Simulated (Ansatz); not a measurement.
**How the smallest direct gap on the k points sampled of Ga2O3 (C2/m, No. 12; start COD 7249717) moves with the method**

No measured value is used here.

| level (code) | value (eV) |
|---|---|
| PBE (Ansatz) | 2.40 |
| r²SCAN (Ansatz) | 3.06 |
| HSE06 (Ansatz) | 4.19 |
| PBE0 (Ansatz) | ___ |
| r²SCAN0 (Ansatz) | 5.37 |

**Question.** Some entries are withheld; supply them.

**Answer.** 
- PBE0 (Ansatz, a program for electronic structure), value (eV): 4.90

Computed values are for a static lattice. Levels without +SOC have no spin–orbit coupling; where heavier elements are present it shifts gaps, mostly down, and can invert bands.  Values are at the measured cell. Cutoffs and k meshes differ between the levels. Ansatz's density-functional and Hartree–Fock values are scalar-relativistic unless marked +SOC, with PAW data made under PBE.
